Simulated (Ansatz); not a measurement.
Functionals compared on a constructed model of the (100) surface of fcc Rh, a pseudomorphic layer of Re in the host's stacking (bottom of the slab: a bare face, its two planes held), in Ansatz (plane waves, PAW). The structure was relaxed with PBE; the other rows are single points on it. Cutoff 420 eV (500 eV for r2SCAN).

Slab: 7 atoms, 11.9 Å thick at the start; k 14x14x1, smearing 0.1 eV, dipole-corrected; 2 atoms held, the rest relaxed; held to the start's symmetry, so lower structures may exist; no spin, no spin-orbit, no U. It is one candidate, not shown to be the stable structure of the face. These notes are the PBE run's.

```
functional  work function of the top face (eV)          rough cost of the single point
----------  ----------------------------------  --------------------------------------
PBE                                       5.25                                       –
RPBE                                         …                 roughly 26 core-seconds
r2SCAN                                    5.31  about 60 core-seconds (a rough figure)
```

Question: What belongs in the gaps?

Answer: 
- RPBE, work function of the top face (eV): 5.11

Ansatz is a first-principles code.
